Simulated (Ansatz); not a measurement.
HfSiO4 (I4₁/amd, No. 141, 12 atoms in the cell; start COD 9000852), treated with r²SCAN+rVV10 (plane waves, PAW; Ansatz, an electronic-structure program).

Numerical settings: plane-wave cutoff 560 eV, 8×8×8 k mesh, Fermi–Dirac smearing 0.01 eV, scalar-relativistic PAW data made under PBE.

Cell (relaxed at this level):

```yaml
crystal:
  lattice:
    - [-3.28253, 3.28253, 2.98331]
    - [3.28253, -3.28253, 2.98331]
    - [3.28253, 3.28253, -2.98331]
  atoms:
    - { symbol: Hf, position: [0.75000, 0.25000, 0.50000] }
    - { symbol: Hf, position: [0.00000, 0.00000, 0.00000] }
    - { symbol: Si, position: [0.25000, 0.75000, 0.50000] }
    - { symbol: Si, position: [0.50000, 0.50000, 0.00000] }
    - { symbol: O, position: [0.13495, 0.31988, 0.81506] }
    - { symbol: O, position: [0.06988, 0.75482, 0.68494] }
    - { symbol: O, position: [0.50482, 0.31988, 0.18494] }
    - { symbol: O, position: [0.06988, 0.38495, 0.31506] }
    - { symbol: O, position: [0.61505, 0.93012, 0.68494] }
    - { symbol: O, position: [0.68012, 0.86505, 0.18494] }
    - { symbol: O, position: [0.24518, 0.93012, 0.31506] }
    - { symbol: O, position: [0.68012, 0.49518, 0.81506] }
```

Estimate the band gap and smallest direct gap on the k points sampled that the calculation returns.


band gap: 6.02 eV
smallest direct gap on the k points sampled: 6.41 eV

Note: the relaxation could not lower the start's symmetry, so a distorted cell can lie lower.

Spin–orbit coupling is not included.

Computed values are for the static lattice.
